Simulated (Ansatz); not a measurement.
# Fe2B (I4/mcm, No. 140)

All values below come from PBEsol (plane waves, PAW; Ansatz, a first-principles code).

Numerical settings: plane-wave cutoff 500 eV, 12×12×12 k mesh, Fermi–Dirac smearing 0.05 eV, spin-polarised start, scalar-relativistic PAW data made under PBE.

Cell (relaxed at this level):

```yaml
crystal:
  lattice:
    - [-2.49159, 2.49159, 2.07793]
    - [2.49159, -2.49159, 2.07793]
    - [2.49159, 2.49159, -2.07793]
  atoms:
    - { symbol: Fe, position: [0.66540, 0.16540, 0.83079] }
    - { symbol: Fe, position: [0.33460, 0.83460, 0.16921] }
    - { symbol: Fe, position: [0.16540, 0.33460, 0.50000] }
    - { symbol: Fe, position: [0.83460, 0.66540, 0.50000] }
    - { symbol: B, position: [0.25000, 0.25000, 0.00000] }
    - { symbol: B, position: [0.75000, 0.75000, 0.00000] }
```

```
Property          Value
--------  -------------
band gap  zero (no gap)
```

Note: the magnetic order was assumed, not searched for or taken from measurement; a magnet's gap depends somewhat on the PAW data; the volume lies 7 % below that of the published cell.
